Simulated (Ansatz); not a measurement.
The starting structures come from a database of crystals and need not be the phases stable at ambient conditions.

Tunnelling through a barrier is set by its complex band structure: the current falls as exp(−2κd) with the smallest κ.

Consider the following.

```
BiCs2NaF6
1.0
    6.60810     0.00000     0.00000
    0.00000     9.34527     0.00000
    3.30405     4.67263     3.30405
Cs Na Bi F
2 1 1 6
Direct
  0.50000   0.25000   0.00000
  0.50000   0.75000   0.00000
  0.00000   0.50000   0.00000
  0.00000   0.00000   0.00000
  0.00000   0.75547   0.00000
  0.00000   0.24453   0.00000
  0.00000   0.75547   0.48906
  0.00000   0.24453   0.51094
  0.51094   0.75547   0.48906
  0.48906   0.24453   0.51094
```

Space group of this cell: Fm-3m. The cell is taken as given; by PBEsol its mean pressure is -2.1 GPa.

Transport runs along the normal of the first two printed cell vectors, the (110) plane of the conventional cell.

The gap is the functional's own, uncorrected, and κ follows it; spin-orbit coupling is left out. Mid-gap values are interpolated between the computed energies.

### Question
Estimate the band gap and the smallest decay constant κ at mid-gap that Ansatz (a first-principles code) with PBEsol returns for this system.

### Answer
Gap 4.94 eV on a 10×10×10 mesh; κ = 0.508 1/Å, at (0.500, 0.500) of the in-plane reciprocal vectors. At the zone centre, at the nearest computed energy, the slowest state has κ = 0.53 1/Å.
